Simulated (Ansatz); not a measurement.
The reference is TiAl (space group P4/mmm, No. 123; relaxed with 0.1 eV smearing).

```
CELL_PARAMETERS angstrom
      2.76616     0.00000     0.00000
      0.00000     2.76616     0.00000
      0.00000     0.00000     4.00209
ATOMIC_POSITIONS crystal
  Ti 0.00000 0.00000 0.00000
  Al 0.50000 0.50000 0.50000
```

Cartesian axes are those of the cell as printed.

Computed with LDA (Ansatz, an electronic-structure program; PAW; 420 eV plane waves; spin-orbit coupling left out).

Strains are applied to the cell and any free atomic positions relax.

One change was made to it. Results:

```tsv
quantity	base	after
energy relative to the base (free energy F)	0 meV/atom	+0.2 meV/atom
shortest interatomic distance	2.766 Å	2.766 Å
```

Task: Which of these changes matches the shifts?
(A) uniaxial strain ε_xx = −1.50 %
(B) uniaxial strain ε_xx = −2.50 %
(C) uniaxial strain ε_xx = +0.50 %
(D) uniaxial strain ε_xx = +1.50 %

Result: C, uniaxial strain ε_xx = +0.50 %. For comparison, the energy relative to the base in the other runs: uniaxial strain ε_xx = +1.50 % gives +2.2 meV/atom; uniaxial strain ε_xx = −1.50 % gives +2.4 meV/atom; uniaxial strain ε_xx = −2.50 % gives +6.7 meV/atom.

No phonon test of stability was made. All final runs are without spin polarisation.
